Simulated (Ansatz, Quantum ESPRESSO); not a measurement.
## MoS₂ (R-3m, 3 atoms in the cell) computed with different codes at matched settings

Self-consistent single point, at a second geometry (lattice scaled by 0.98). First geometry:

```xyz
3
Lattice="1.5609 0.9012 6.1906 -1.5609 0.9012 6.1906 0.0000 -1.8024 6.1906" Properties=species:S:1:pos:R:3 pbc="T T T"
Mo     0.0000     0.0000     0.0000
S      0.0000     0.0000     4.6216
S      0.0000     0.0000    13.9502
```

Shared settings, as Ansatz (a first-principles code) writes them: kpoints.mp_grid.grid = 12 12 12; scf.occupations.method = gaussian; scf.occupations.width = 0.2 eV. Potentials and cutoffs stand in the table.

```tsv
code	model	ΔF from the first geometry (meV/atom)	pressure (GPa)	largest force (eV/Å)	cutoff
Ansatz	PBEsol, PAW files made with PBE	53.8	14.24	1.726	default
Quantum ESPRESSO	PBEsol, GBRV 1.5 ultrasoft (PBESOL) pseudopotentials	52.4	13.96	1.698	40 Ry
```

On Ansatz's run: spin polarisation is off.

The spread over the programs that give each value: ΔF from the first geometry within 1.4 meV/atom; pressure within 0.28 GPa; largest force within 0.028 eV/Å.

Ansatz's pressure is given at a fixed set of plane waves, as the other plane-wave codes print theirs; with its correction for the finite basis it is 14.28 GPa.

The starting cell comes from a database of computed structures (which also holds hypothetical and non-ambient phases and stackings), without a prior relaxation at this level. Its lattice was rescaled by a random factor within 2.5 % of one. For this run, on top of that: lattice scaled by 0.98.

Keys are those of Ansatz 0.2.
